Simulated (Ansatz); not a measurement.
## SrTiO3, pressure series

Consider SrTiO3 in the cubic perovskite structure (space group Pm-3m, No. 221; a = 3.936 Å).

Cell and atoms are relaxed at each pressure.

Calculations: PBE, PAW, 420 eV (Ansatz, a first-principles code; no spin-orbit coupling), earlier PAW set.

Notes on the quantities. enthalpy: H = E + PV relative to the base's energy.

```csv
case,density,smallest direct gap,band gap,enthalpy
base,4.99 g/cm³,2.20 eV,1.85 eV,–
pressure −2 GPa,4.93 g/cm³,2.18 eV,1.82 eV,-0.15 eV/atom
pressure −1 GPa,4.97 g/cm³,2.19 eV,1.83 eV,-0.08 eV/atom
pressure 0.3 GPa,5.00 g/cm³,2.20 eV,1.85 eV,+0.02 eV/atom
pressure 0.7 GPa,5.01 g/cm³,2.20 eV,1.85 eV,+0.05 eV/atom
pressure 1.5 GPa,5.04 g/cm³,2.21 eV,1.86 eV,+0.11 eV/atom
pressure 5 GPa,?,?,?,+0.38 eV/atom
pressure 10 GPa,5.26 g/cm³,2.26 eV,1.95 eV,+0.74 eV/atom
```

**Question.** Some entries are withheld; estimate them.

**Answer.** 
- pressure 5 GPa, density: 5.13 g/cm³
- pressure 5 GPa, smallest direct gap: 2.23 eV
- pressure 5 GPa, band gap: 1.90 eV

Load acts through the strain it causes; cell and atoms are relaxed under it. Stability against distortions was not tested. No other phases were tried under pressure. All final runs are without spin polarisation. Many cubic perovskites are stable only at high temperature; tilts and polar distortions were not tested.
